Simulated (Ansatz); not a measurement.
Results of PBEsol (plane waves, PAW; Ansatz, an electronic-structure program) for ReC (model structure, started from the rocksalt type, Fm-3m, No. 225, 2 atoms in the cell).

Output (set-up and result lines):

```
WARN output.stress: scf.convergence.dr2_threshold = 1e-7 eV (the SCF's general default) is looser than the 2e-10 eV advised for a printed stress (1e-10 eV for …
Relaxation: its limit of steps is 80 (relax.max_steps)
Crystal: 2 atoms, lattice volume = 19.630 Å³
Basis set: ecut = 520 eV, 531 PW (Γ), exchange–correlation on 48×48×48 points (8 copies of the dense FFT grid, shifted against one another)
Bands: 14, of which v1, the nominal top of the filled ones, is band 10 counted from 1 (9 counted from 0)
Symmetry: 48 space group operations
Space group: Fm-3m (ITA 225), of the structure as read, at distance tolerance 2.7e-5 Å
k-points: 328 of 10648
Functional: x = pbesol(κ = 0.804, μ = 0.12345679012345678), c = pbesol(β = 0.046)
SCF iter   1: F=—  HF=-10982.252352 eV  |F-HF|=—  |Δ(HF+E_count)|=         —  Δρ=6.98e-3  dr2=6.91e-3
SCF iter   2: F=—  HF=-10982.251454 eV  |F-HF|=—  |Δ(HF+E_count)|=   8.99e-4  Δρ=4.20e-3  dr2=2.80e-3
  ...
SCF iter   5: F=-10982.250924 eV  HF=-10982.250924 eV  |F-HF|=1.61e-8  |Δ(HF+E_count)|=   7.49e-8  Δρ=1.40e-5  dr2=2.28e-8
SCF iter   6: F=-10982.250924 eV  HF=-10982.250924 eV  |F-HF|=3.64e-12  |Δ(HF+E_count)|=   9.40e-9  Δρ=1.37e-6  dr2=7.38e-11
SCF 1 converged in 6 iterations: F = -10982.250924 eV  dr2 = 7.38e-11
SCF converged after 6 iterations
Free energy (F): -10982.250924 eV
Internal energy: -10982.235776 eV  (E = F + TS)
E sigma→0 (E₀):  -10982.243350 eV
Fermi energy:    23.318514 eV
--- Stress (GPa, compression-positive) ---
        8.387412      -0.000000       0.000000
       -0.000000       8.387412       0.000000
       -0.000000       0.000000       8.387412
  P = ⅓ Tr σ = 8.3874 GPa (83.874 kbar)
```

Task: Write an input file that could have produced this run (the log leaves some choices open).

Result: One answer among several that fit: 
Ansatz 0.2 input:
```yaml
crystal:
  lattice:
    - [0.0, 2.141065112, 2.141065112]
    - [2.141065112, 0.0, 2.141065112]
    - [2.141065112, 2.141065112, 0.0]
  atoms:
    - { symbol: C, position: [0.0, 0.0, 0.0] }
    - { symbol: Re, position: [0.5, 0.5, 0.5] }
basis:
  ecutwfc: 520
  ecutrho_ratio: 4
  xc_grid: 2
kpoints:
  mp_grid: { grid: [22, 22, 22] }
hamiltonian:
  xc: pbesol
  dispersion: none
  pseudopotentials: { kind: paw }
scf:
  occupations: { method: fermi_dirac, width: 0.05 }
output:
  forces: true
  stress: true
  eigenvalues: true
relax:
  f_tol: 0.004
  escape_saddle: false
  max_steps: 80
```

The cell is one volume of an energy–volume scan, off the minimum.

The PAW data were made under PBE.

Note: the run has no spin polarisation, so it can have missed a magnetic state. Note: the relaxation could raise the start's symmetry but not lower it, so the cell can be a saddle point.

A model structure was made by putting elements into a prototype or built by hand; it is no filed structure, need not be a known phase, and can be a saddle point held by its symmetry.
